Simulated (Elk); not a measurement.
A self-consistent single point of MgB2 (P6/mmm, 3 atoms in the cell) with Elk

Computed with PBEsol, all-electron FP-LAPW, Elk's shipped species files, APW+lo basis with extra local orbitals (Elk).

This input was run:

```
tasks
  0

xctype
  22

rgkmax
  7.5

gmaxvr
  16.0

nxlo
  2

lorbcnd
  .true.

rmtscf
  0.85

lmaxi
  3

stype
  1

swidth
  0.00367493

maxscl
  100

avec
    5.7154312569    0.0000000124    0.0000000000
   -2.8577156392    4.9497086558    0.0000000000
    0.0000000000    0.0000000000    6.5703112839

sppath
  './'

atoms
  2
  'Mg.in'
  1
  0.0000000000  0.0000000000  0.0000000000    0.0 0.0 0.0
  'B.in'
  2
  0.6666666667  0.3333333333  0.5000000000    0.0 0.0 0.0
  0.3333333333  0.6666666667  0.5000000000    0.0 0.0 0.0

ngridk
  11 11 9
```

Output, abridged:

```
│ Elk code version 10.2.4 │

All units are atomic (Hartree, Bohr, etc.)

│ Ground-state run starting from atomic densities │

Lattice vectors :
   5.715431257      0.1240000000E-07   0.000000000
  -2.857715639       4.949708656       0.000000000
   0.000000000       0.000000000       6.570311284

Unit cell volume      :    185.8722639
Brillouin zone volume :    1.334519784

Muffin-tin inner radius fraction :   0.1000000000E-01

Nuclei treated as point charges

Species :    1 (Mg)
 parameters loaded from : Mg.in
 name : magnesium
 nuclear charge    :   -12.00000000
 electronic charge :    12.00000000
 atomic mass :    44305.30462
 muffin-tin radius :    1.870000000
 number of radial points in muffin-tin :    397
 atomic positions (lattice), magnetic fields (Cartesian) :
   1 :   0.00000000  0.00000000  0.00000000    0.00000000  0.00000000  0.00000000

Species :    2 (B)
 parameters loaded from : B.in
 name : boron
 nuclear charge    :   -5.000000000
 electronic charge :    5.000000000
 atomic mass :    19707.24741
 muffin-tin radius :    1.530000000
 number of radial points in muffin-tin :    297
 atomic positions (lattice), magnetic fields (Cartesian) :
   1 :  -0.33333333  0.33333333  0.50000000    0.00000000  0.00000000  0.00000000
   2 :   0.33333333 -0.33333333  0.50000000    0.00000000  0.00000000  0.00000000

Total number of atoms per unit cell :    3

Spin treatment :
 spin-unpolarised

Number of Bravais lattice symmetries :   24
Number of crystal symmetries         :   24
Crystal has inversion symmetry
Real symmetric eigensolver will be used

k-point grid :     11    11     9
k-point offset :    0.000000000       0.000000000       0.000000000
k-point set is reduced with full crystal symmetry group
Total number of k-points :       80

Muffin-tin radius times maximum |G+k| :    7.500000000
 using average radius
Maximum |G+k| for APW functions       :    4.563894523
Maximum (1/2)|G+k|²                   :    10.41456661
Maximum |G| for potential and density :    16.00000000
 potential will be trimmed for |G| > 2 gkmax
Constant for pseudocharge density :    7
Radial integration step length :    4

G-vector grid sizes :     30    30    35
Number of G-vectors :    12855

Maximum angular momentum used for
 APW functions                      :    8
 outer part of muffin-tin           :    6
 inner part of muffin-tin           :    3

Total nuclear charge    :   -22.00000000
Total core charge       :    6.000000000
Total valence charge    :    16.00000000
Total excess charge     :    0.000000000
Total electronic charge :    22.00000000

Effective Wigner radius, rₛ :    1.263478238

Number of empty states         :   12
Total number of valence states :   20
Total number of core states    :    6

Conduction state local-orbitals added automatically
Total number of local-orbitals :  199

Exchange-correlation functional :     22     0     0
 PBEsol, Phys. Rev. Lett. 100, 136406 (2008)
 gradient requirement :    1
 generalised gradient approximation (GGA)

Smearing type :    1
 Methfessel-Paxton order 1, Phys. Rev. B 40, 3616 (1989)
Smearing width :   0.3674930000E-02
Effective electronic temperature (K) :    1160.451112

Mixing type :    3
 Broyden mixing, J. Phys. A: Math. Gen. 17, L317 (1984)

Kohn-Sham potential initialised from atomic data

│ Self-consistent loop started │
│ Loop number : 1 │
 total energy                :     -250.142019493
│ Loop number : 2 │
 total energy                :     -250.136857096
RMS change in Kohn-Sham potential (target) :    6.106328961     (  0.1000000000E-05)
Absolute change in total energy (target)   :   0.5162396785E-02 (  0.1000000000E-03)
│ Loop number : 3 │
 total energy                :     -249.821722727
RMS change in Kohn-Sham potential (target) :    3.839519391     (  0.1000000000E-05)
Absolute change in total energy (target)   :   0.3164249682     (  0.1000000000E-03)
│ Loop number : 4 │
 total energy                :     -249.539560503
RMS change in Kohn-Sham potential (target) :    1.514479912     (  0.1000000000E-05)
Absolute change in total energy (target)   :   0.3612684661     (  0.1000000000E-03)
│ Loop number : 5 │
 total energy                :     -249.436229584
RMS change in Kohn-Sham potential (target) :   0.3640586863     (  0.1000000000E-05)
Absolute change in total energy (target)   :   0.1936480355     (  0.1000000000E-03)
│ Loop number : 6 │
 total energy                :     -249.417020139
RMS change in Kohn-Sham potential (target) :   0.5594426447E-01 (  0.1000000000E-05)
Absolute change in total energy (target)   :   0.6762145370E-01 (  0.1000000000E-03)
│ Loop number : 7 │
 total energy                :     -249.416689177
RMS change in Kohn-Sham potential (target) :   0.2846625286E-01 (  0.1000000000E-05)
Absolute change in total energy (target)   :   0.1723632509E-01 (  0.1000000000E-03)
│ Loop number : 8 │
 total energy                :     -249.418119443
RMS change in Kohn-Sham potential (target) :   0.1511745683E-02 (  0.1000000000E-05)
Absolute change in total energy (target)   :   0.2878815243E-02 (  0.1000000000E-03)
│ Loop number : 9 │
 total energy                :     -249.416315681
RMS change in Kohn-Sham potential (target) :   0.7264831016E-03 (  0.1000000000E-05)
Absolute change in total energy (target)   :   0.2523466507E-02 (  0.1000000000E-03)
│ Loop number : 10 │
 total energy                :     -249.415304098
RMS change in Kohn-Sham potential (target) :   0.4002697624E-03 (  0.1000000000E-05)
Absolute change in total energy (target)   :   0.1642448911E-02 (  0.1000000000E-03)
│ Loop number : 11 │
 total energy                :     -249.415154349
RMS change in Kohn-Sham potential (target) :   0.6449823335E-04 (  0.1000000000E-05)
Absolute change in total energy (target)   :   0.5603619779E-03 (  0.1000000000E-03)
│ Loop number : 12 │
 total energy                :     -249.415257811
RMS change in Kohn-Sham potential (target) :   0.7809658840E-05 (  0.1000000000E-05)
Absolute change in total energy (target)   :   0.3662795160E-04 (  0.1000000000E-03)
│ Loop number : 13 │
 total energy                :     -249.415296160
RMS change in Kohn-Sham potential (target) :   0.1325774952E-05 (  0.1000000000E-05)
Absolute change in total energy (target)   :   0.2919136895E-04 (  0.1000000000E-03)
│ Loop number : 14 │
 total energy                :     -249.415304566
RMS change in Kohn-Sham potential (target) :   0.6651884159E-06 (  0.1000000000E-05)
Absolute change in total energy (target)   :   0.1570383665E-04 (  0.1000000000E-03)
Convergence targets achieved

│ Loop number : 15 │

Energies :
 Fermi                       :     0.279266709224
 sum of eigenvalues          :     -127.012278299
 electron kinetic            :      249.324299854
 core electron kinetic       :      177.734597781
 Coulomb                     :     -474.725924008
 Coulomb potential           :     -345.098637722
 nuclear-nuclear             :     -56.1027771478
 electron-nuclear            :     -492.147655998
 Hartree                     :      73.5245091379
 Madelung                    :     -302.176605147
 xc potential                :     -31.2379404309
 exchange                    :     -23.1010865204
 correlation                 :    -0.912596068984
 total energy                :     -249.415306743

Density of states at Fermi energy :    18.44353230
 (states/Hartree/unit cell)

Estimated indirect band gap :   0.2775368952E-02
 from k-point     74 to k-point     34
Estimated direct band gap   :   0.1365409301E-01
 at k-point     18

Charges :
 core                        :    6.000000000
 valence                     :    16.00000000
 interstitial                :    4.904273449
 muffin-tins (core leakage)
  species :    1 (Mg)
   atom    1                 :    10.25978789     (  0.6661338148E-15)
  species :    2 (B)
   atom    1                 :    3.417969328     (  0.4576137723E-03)
   atom    2                 :    3.417969328     (  0.4576137723E-03)
 total in muffin-tins        :    17.09572655
 total calculated charge     :    21.99735828
 total charge                :    22.00000000
 error                       :   0.2641721603E-02

│ Self-consistent loop stopped │
```

The run converged in 15 iterations. The count includes the last loop, which Elk runs after its targets are met.

The starting cell comes from a database of computed structures (which also holds hypothetical and non-ambient phases and stackings), without a prior relaxation at this level. Its lattice was rescaled by a random factor within 2.5 % of one. Values depend on the basis (sphere radii, cutoffs, local orbitals), which need not be converged. The log's line on a gap gives a spacing of levels on this mesh, which the program prints for metals too.

Cost on one core of a shared machine: roughly 2 min.
